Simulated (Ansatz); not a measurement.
Cd on the Na site (Cd_Na) in rock-salt NaCl: one set of geometries, relaxed with PBE, evaluated in Ansatz (PAW, plane waves to 420 eV, 500 eV under r2SCAN) with PBE, r2SCAN.

Set-up: 64-site cell; 2×2×2 shifted k-points; start: the Na site; charged states image-corrected; not converged in cell size.

```csv
quantity,PBE,r2SCAN
host gap (eV),4.99,(withheld)
ε(+1/0) above the VBM (eV),3.58,(withheld)
ε(0/−1) above the VBM (eV),3.78,(withheld)
"neutral formation energy against hcp Cd, bcc Na (eV)",3.21,(withheld)
largest moment on one atom at charge 0 (μB),0.36,(withheld)
```

Task: Given the lower rungs, what does r2SCAN give?

Result: 
- host gap (eV), r2SCAN: 5.78
- ε(+1/0) above the VBM (eV), r2SCAN: 4.10
- ε(0/−1) above the VBM (eV), r2SCAN: 4.33
- neutral formation energy against hcp Cd, bcc Na (eV), r2SCAN: 3.43
- largest moment on one atom at charge 0 (μB), r2SCAN: 0.38

Ansatz is a program for electronic structure.
